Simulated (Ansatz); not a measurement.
## A computed series for SiGe: pressure series

Base system: SiGe in the wurtzite structure (space group P6_3mc, No. 186; a model cell, its experimental status unchecked).

```
SiGe
1.0
    3.90037     0.00000     0.00000
   -1.95019     3.37782     0.00000
    0.00000     0.00000     6.44343
Ge Si
2 2
Cartesian
  1.95019   1.12594   6.44099
  0.00000   2.25188   3.21928
  1.95019   1.12594   4.03087
  0.00000   2.25188   0.80916
```

Cell and atoms are relaxed at each pressure.

Levels (all Ansatz, a program for electronic structure, PAW, earlier PAW set): PBEsol (420 eV, no spin-orbit coupling); r2SCAN (500 eV, without spin-orbit coupling); HSE06 (420 eV, no SOC); PBEsol+SOC (420 eV, with spin-orbit coupling).

Band gaps by level, all at the geometries relaxed with PBEsol:

```tsv
case	PBEsol	r2SCAN	HSE06	PBEsol+SOC
base	0.35 eV	0.65 eV	0.97 eV	0.29 eV
pressure 0.9 GPa	0.33 eV	0.64 eV	0.95 eV	0.27 eV
pressure 2.1 GPa	0.31 eV	0.62 eV	…	0.24 eV
pressure 4.5 GPa	0.26 eV	0.57 eV	0.88 eV	0.20 eV
pressure 9 GPa	0.18 eV	0.50 eV	0.80 eV	0.12 eV
pressure 15 GPa	0.09 eV	0.40 eV	0.70 eV	zero
pressure 22.5 GPa	zero	0.29 eV	–	zero
pressure 30 GPa	zero	…	–	zero
```

Q: Some entries are withheld; estimate them.

A: 
- pressure 2.1 GPa, HSE06: 0.93 eV
- pressure 30 GPa, r2SCAN: 0.19 eV

Single points use the geometry relaxed with PBEsol. HSE06 gaps are upper bounds (no full band path). A case with no gap was solved on a k-mesh chosen for an insulator, which is coarse for it. Differences between runs with and without spin-orbit coupling are approximate. Load acts through the strain it causes; cell and atoms are relaxed under it. Stability against distortions was not tested. No other phases were tried under pressure. The runs without spin-orbit coupling are not spin-polarised. Gaps under 0.05 eV, about the width of the smearing, are given as zero. The zero or small gap of SiGe under pressure 4.5 GPa, SiGe under pressure 9 GPa, SiGe under pressure 15 GPa and SiGe under pressure 22.5 GPa can change with the level of theory.
